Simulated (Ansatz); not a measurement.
# Ge₂Sb₂Te₅ (Cm, No. 8, 9 atoms in the cell; start mp-1224407)

Computed with r²SCAN+rVV10 in Ansatz (PAW).

Numerical settings: plane-wave cutoff 560 eV, 8×8×6 k mesh (along the axes of the cell as run), Fermi–Dirac smearing 0.01 eV, scalar-relativistic PAW data made under PBE.

Cell (relaxed at this level):

```cif
data_Ge2Sb2Te5
_chemical_formula_sum 'Ge2 Sb2 Te5'
_space_group_name_H-M_alt 'P 1'
_space_group_IT_number 1
_cell_length_a 7.49047
_cell_length_b 7.49047
_cell_length_c 9.70145
_cell_angle_alpha 131.289
_cell_angle_beta 131.289
_cell_angle_gamma 47.538
loop_
_space_group_symop_operation_xyz
  'x, y, z'
loop_
_atom_site_label
_atom_site_type_symbol
_atom_site_fract_x
_atom_site_fract_y
_atom_site_fract_z
_atom_site_occupancy
Ge1 Ge 0.48814 0.48814 0.00069 1
Ge2 Ge 0.28269 0.28269 0.20502 1
Sb1 Sb 0.10596 0.10596 0.42812 1
Sb2 Sb 0.89076 0.89076 0.58205 1
Te1 Te 0.41198 0.41198 0.59854 1
Te2 Te 0.21478 0.21478 0.81218 1
Te3 Te 0.00546 0.00546 0.99734 1
Te4 Te 0.80214 0.80214 0.19253 1
Te5 Te 0.59809 0.59809 0.38333 1
```

```yaml
band_gap: 0.24 eV (on the SCF k mesh)
"Γ–Γ gap": 1.66 eV
```

Note: the relaxation could not lower the start's symmetry, so the cell can be a saddle point above a distorted one.

Spin–orbit coupling is not included; it can close the smallest gap of 0.24 eV.

Cost on a shared machine: roughly 60 core-minutes.

A start named mp-… is a Materials Project structure, which need not be a measured phase.

Ansatz is an electronic-structure program.
